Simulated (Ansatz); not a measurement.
## Response to strain in InPd

Start from InPd in the CsCl type structure (space group Pm-3m, No. 221; a = 3.248 Å; relaxed with 0.1 eV smearing). Axes: x, y, z lie along the cube axes.

Strains are applied to the cell and any free atomic positions relax; under biaxial strain the out-of-plane vector relaxes too.

Level of theory: plane-wave PAW DFT at the PBEsol level (Ansatz, a first-principles code, 420 eV), no spin-orbit coupling.

```json
[
 {"variant": "base", "shortest interatomic distance": "5.316 bohr", "space group": "Pm-3m (No. 221)"},
 {"variant": "biaxial strain +4.15 %, plane normal [001], relaxed out of plane", "shortest interatomic distance": "5.368 bohr", "space group": "P4/mmm (No. 123)"},
 {"variant": "isotropic strain +2.12 %", "shortest interatomic distance": "5.428 bohr", "space group": "Pm-3m (No. 221)"},
 {"variant": "uniaxial strain ε_zz = −4.76 %", "shortest interatomic distance": "5.233 bohr", "space group": "P4/mmm (No. 123)"},
 {"variant": "tensor shear ε_xy = −1.33 %", "shortest interatomic distance": "5.268 bohr", "space group": "Cmmm (No. 65)"},
 {"variant": "tensor shear ε_xz = +1.11 %", "shortest interatomic distance": "5.276 bohr", "space group": "Cmmm (No. 65)"}
]
```

Stability against distortions was not tested. The final runs are not spin-polarised.
